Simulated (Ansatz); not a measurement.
For 1T (CdI2-type) PtTe2, rVV10 in Ansatz (PAW) gives:

- lattice constant a = 4.124 Å
- lattice parameter c = 5.414 Å

### Question
What does PBE0 in Ansatz (PAW) give for the same quantities?

### Answer

- lattice constant a: 4.030 Å (falls by 2.3 %)
- lattice parameter c: 5.464 Å (goes up by 0.9 %)

For comparison: lattice constant a 4.026 Å (measured, temperature not stated, no zero-point or thermal correction; as tabulated in Pelayo et al. (2023), arXiv:2312.15371); lattice parameter c 5.221 Å (measured, temperature not stated, no zero-point or thermal correction; as tabulated in Pelayo et al. (2023), arXiv:2312.15371).

Changes are worked out from the printed values.

Unless a cell is named, each level is at its own relaxed cell (rVV10 26.58, PBE0 25.62 Å³/atom).

Levels without +SOC leave out spin–orbit coupling, which shifts energies and cells of such heavy elements.

Caveats: the cell comes from a level without a dispersion term, which matters for the spacing of layers, chains or molecules (PBE0). Ansatz's density-functional and Hartree–Fock values are scalar-relativistic unless marked +SOC, with PAW data made under PBE.

Ansatz is a first-principles code.
